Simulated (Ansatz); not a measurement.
**Hypothetical I4/mmm MgB2: pressure series**

Start from MgB₂ (space group I4/mmm, No. 139; a = 2.683 Å, c = 8.390 Å; a hypothetical phase, not in the database extracts checked).

Cell and atoms are relaxed at each pressure.

Calculations: Ansatz (a quantum-chemistry and plane-wave program) PBE, no spin-orbit coupling.

```csv
variant,c/a ratio,density
base,3.127,2.53 g/cm³
pressure −2 GPa,3.128,2.48 g/cm³
pressure −1 GPa,3.128,2.50 g/cm³
pressure 0.3 GPa,3.127,2.53 g/cm³
pressure 0.7 GPa,3.127,2.54 g/cm³
pressure 1.5 GPa,3.127,2.56 g/cm³
pressure 3 GPa,3.128,2.59 g/cm³
pressure 5 GPa,3.129,2.63 g/cm³
pressure 7.5 GPa,3.132,2.68 g/cm³
pressure 10 GPa,3.136,2.73 g/cm³
```

Load acts through the strain it causes; cell and atoms are relaxed under it. Stability against distortions was not tested. Competing high-pressure phases were not computed. All final runs are without spin polarisation.
